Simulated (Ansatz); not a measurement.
Worked example: self-consistent single point of Be (P6/mmm, 3 atoms in the cell) in Ansatz (a program for electronic structure).

Method of the run: PBE, norm-conserving files (source: ansatz) (plane waves; Ansatz).

```xyz
3
Lattice="3.5816 0.0000 0.0000 -1.7908 3.1018 0.0000 0.0000 0.0000 2.1784" Properties=species:S:1:pos:R:3 pbc="T T T"
Be     0.0000     0.0000     0.0000
Be     0.0000     2.0679     1.0892
Be     1.7908     1.0339     1.0892
```

Reference input (self-consistent single point, DFT, PBE, plane waves, default PAW files): kpoints.mp_grid.grid = 9 9 12; hamiltonian.xc = pbe; hamiltonian.pseudopotentials = {kind: paw} (the program's default PAW files); scf.occupations.method = fermi_dirac; scf.occupations.width = 0.1 eV. This run's input differs from it in these lines:

Ansatz 0.2 input:
```diff
@@ -15,3 +15,4 @@
   pseudopotentials:
-    kind: paw
+    kind: nc
+    source: ansatz
 scf:
```

Log, with long lists cut:

```
SCF iter   1: F=—  HF=-1173.648472 eV  |F-HF|=—  |Δ(HF+E_count)|=         —  Δρ=3.57e-2  dr2=3.70e-2  ethr=3.10e-3  ⟨swp⟩=5.8  Hψ=6316  notcnv=0
all-band conjugate gradients solve this SCF's bands
preconditioner: auto → none
SCF iter   2: F=—  HF=-1173.641556 eV  |F-HF|=—  |Δ(HF+E_count)|=   6.92e-3  Δρ=1.76e-2  dr2=1.13e-2  ethr=3.08e-4  ⟨swp⟩=1.1  Hψ=1524  notcnv=0
SCF iter   3: F=—  HF=-1173.638708 eV  |F-HF|=—  |Δ(HF+E_count)|=   2.85e-3  Δρ=8.54e-4  dr2=2.70e-5  ethr=9.41e-5  ⟨swp⟩=2.1  Hψ=1340  notcnv=0
SCF iter   4: F=—  HF=-1173.638704 eV  |F-HF|=—  |Δ(HF+E_count)|=   3.63e-6  Δρ=6.73e-5  dr2=1.18e-6  ethr=2.25e-7  ⟨swp⟩=1.8  Hψ=1016  notcnv=0
SCF iter   5: F=-1173.638704 eV  HF=-1173.638704 eV  |F-HF|=5.35e-8  |Δ(HF+E_count)|=   3.24e-7  Δρ=1.88e-5  dr2=8.37e-8  ethr=8.33e-10  ⟨swp⟩=7.2  Hψ=4299  notcnv=0
SCF 1 converged in 5 iterations: F = -1173.638704 eV  dr2 = 8.37e-8
Stability not checked: this state was not tested for a lower state beside it, because too few of the mixer's solves of this state at the end of the SCF gave a …
Free energy (F): -1173.638704 eV
Internal energy: -1173.621315 eV  (E = F + TS)
E sigma→0 (E₀):  -1173.630009 eV
Entropy (-TS):   -0.017389 eV (-5.796 meV/atom)
Fermi energy:    9.134479 eV
--- Forces (eV/Å), atoms counted from 1 ---
  atom   1  Be    -0.00000000    -0.00000000     0.00000000
   [... zero for the other atoms too ...]
--- Stress (GPa, compression-positive) ---
       -1.317784      -0.000000       0.000000
       -0.000000      -1.317784       0.000000
        0.000000       0.000000       3.214125
  P = ⅓ Tr σ = 0.1929 GPa (1.929 kbar)
  The stress holds the Pulay correction. Without it, at fixed plane waves, as pw.x and ABINIT print it: P = 0.1799 GPa
```

The run converged in 5 iterations. Against the reference run the pressure goes from -0.03 to 0.19 GPa. The full log also holds: “WARN basis.ecutwfc = 1800 eV, the default”.

The starting cell was generated: these elements placed on a structure prototype, without a prior relaxation; it need not be a known phase or ordering of this composition. Ansatz's pressure includes its estimate of the finite-basis (Pulay) stress.
